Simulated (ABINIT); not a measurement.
Sensitivity of a calculation on KFeS2 (C2/c, 8 atoms in the cell) to its settings

```xyz
8
Lattice="3.5420 -5.6515 0.0000 3.5420 5.6515 0.0000 -2.1249 0.0000 4.9578" Properties=species:S:1:pos:R:3 pbc="T T T"
Fe     3.0108     5.6140     1.2395
Fe     1.9483    -5.6140     3.7184
K      3.0108    -1.6141     1.2395
K      1.9483     1.6141     3.7184
S      1.1615     1.2411     0.5295
S      4.8600     1.2411     1.9494
S      3.7976    -1.2411     4.4283
S      0.0991    -1.2411     3.0084
```
Moments meant for the start (each program seeds them in its own way; μB, in the order of the atoms Fe Fe K K S S S S): 4.0 4.0 0.0 0.0 0.0 0.0 0.0 0.0.

Base run A: LDA (PW92), PAW (JTH v2.0 LDA PAW) run with ABINIT, self-consistent single point.

Its settings: pseudos = [Fe.LDA_PW-JTH.xml, K.LDA_PW-JTH.xml, S.LDA_PW-JTH.xml]; ecut = 30 Ha; pawecutdg = 60 Ha; pawxcdev = 0; ixc = 7; nsppol = 2; occopt = 3; tsmear = 0.1 eV; ngkpt = 2 2 3; nshiftk = 1; shiftk = 0 0 0; potentials = JTH v2.0 LDA PAW; nband = 52; kptopt = 1; nstep = 80; tolvrs = 1e-10.

The starting cell comes from a database of published, mostly measured structures (it also holds non-ambient and calculated ones), without a prior relaxation at this level. The magnetic order is the one reached from the typed start; others were not searched systematically. In the base run, with a pressure of about -7 GPa the cell is away from its equilibrium volume at this level. In the base run, forces exceed 1 eV/Å. Without a gap this mesh is coarse (it stands for a supercell whose shortest vector is 13 Å).

ΔF is the free energy per atom less that of run A. 

Runs C sample the zone with one or two k-points, far too few for so small a cell.

| run | change | ΔF (meV/atom) | pressure (GPa) | largest force (eV/Å) | size of the net moment (μB/atom) | k-points |
|---|---|---|---|---|---|---|
| A | base | 0.00 | -6.76 | 1.424 | 0.64 | 6 |
| B | ecut: 30 Ha → 12 Ha; pawecutdg: 60 Ha → 24 Ha | 97.6 | -7.82 | 1.336 | 0.64 | 6 |
| C | ngkpt: 2 2 3 → 1 1 1 | 2.0 | -7.90 | 2.146 | 0.50 | 1 |

Run C against A: The free energy rises by 2.0 meV/atom, the pressure goes from -6.76 to -7.90 GPa, the largest force goes from 1.424 to 2.146 eV/Å and the size of the net moment goes from 0.64 to 0.50 μB/atom.

Run B against A: The free energy rises by 97.6 meV/atom, the pressure goes from -6.76 to -7.82 GPa, the largest force goes from 1.424 to 1.336 eV/Å and the size of the net moment stays at 0.64 μB/atom.
